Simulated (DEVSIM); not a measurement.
System: illuminated Ge n-on-p cell, one wavelength, at 300 K.

```
layer (left to right)  material  thickness (μm)  Nd (cm⁻³)  Na (cm⁻³)  τn (s)  τp (s)  absorption coefficient (cm⁻¹)
---------------------  --------  --------------  ---------  ---------  ------  ------  -----------------------------
1                            Ge           0.850     6.4e17          -  8.5e-7  1.2e-6                            240
2                            Ge            59.0          -     8.6e16  8.5e-5  8.5e-5                            240
```

Left contact: ohmic, minority hole recombination velocity 10000 cm/s. Right contact: ohmic, minority electron recombination velocity 6000 cm/s. Voltage is applied to the left contact. Recombination: SRH at mid-gap, radiative, Auger. Light enters at the left, 5.2e16 photons cm⁻² s⁻¹, one pass, no reflection. Mobility is μmin + (μ − μmin)/(1 + (N/Nref)^α).

The device is made up for the run: typed textbook-type constants, with dimensions and the other settings drawn at random. Values at 300 K.

| parameter | Ge |
|---|---|
| gap (eV) | 0.664 |
| affinity (eV) | 4 |
| permittivity | 16 |
| Nc (cm⁻³) | 1.04e19 |
| Nv (cm⁻³) | 6e18 |
| μn (cm²/Vs) | 3900 |
| μp (cm²/Vs) | 1900 |
| μn,min | 150 |
| μp,min | 100 |
| Nref,n | 2.6e17 |
| Nref,p | 4e17 |
| αn | 0.56 |
| αp | 0.6 |
| B (cm³/s) | 6.4e-14 |
| Cn (cm⁶/s) | 1e-31 |
| Cp (cm⁶/s) | 1e-31 |

Simulated with DEVSIM: 1D drift-diffusion, Boltzmann statistics, complete ionisation; no tunnelling, impact ionisation, image-force lowering or self-heating.

Q: Give the dark forward current.

A: 
```
V (V)  J (A/cm²)
-----  ---------
-0.05    -2.6e-5
-0.10   -0.00020
-0.15    -0.0014
-0.20    -0.0099
-0.25     -0.068
-0.30      -0.47
-0.35       -3.2
-0.40        -21
-0.45       -120
-0.50       -520
-0.55      -1800
-0.60      -4600
```
